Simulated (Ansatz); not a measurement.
## Relaxation of the atoms of Sr4SeS3 (C2/m, 8 atoms in the cell) at several settings

```
Sr4SeS3
1.0
    7.10480    -2.14211     0.00000
    7.10480     2.14211     0.00000
   -1.29418     0.00000     7.31113
Sr Se S
4 1 3
Cartesian
  5.16356   0.00000   0.87456
  7.75186   0.00000   6.43657
 11.57080   0.00000   4.59929
  1.34462   0.00000   2.71184
  6.45771   0.00000   3.65556
 10.34916   0.00000   1.82201
  2.56625   0.00000   5.48912
  0.00000   0.00000   0.00000
```

Base: PBEsol, default PAW files made with PBE in Ansatz (a program for electronic structure). Its settings: kpoints.mp_grid.grid = 5 5 3; hamiltonian.xc = pbesol; hamiltonian.pseudopotentials = {kind: paw} (the program's default PAW files); scf.occupations.method = fixed. Starting volume 27.82 Å³ per atom.

Each line gives the change from the base single point and the result:

- atoms moved at random; relax: default → atoms; relax.f_tol: default → 0.1 eV/Å: pressure -0.82 GPa; largest force (vector length) 0.020 eV/Å; relaxation steps 3; free energy against the base single point 0.0 meV/atom.
- atoms moved at random; relax: default → atoms; relax.f_tol: default → 0.005 eV/Å: pressure -0.82 GPa; largest force (vector length) 0.003 eV/Å; relaxation steps 5; free energy against the base single point 0.0 meV/atom.

The starting cell comes from a database of computed structures (which also holds hypothetical and non-ambient phases and stackings), without a prior relaxation at this level. Its lattice was rescaled by a random factor within 2.5 % of one. Ansatz's pressure includes its estimate of the finite-basis (Pulay) stress.

Left out of this page: 1 run of the series outside the window shown, repeating another row's setting, or not comparable.

Keys are those of Ansatz 0.2.
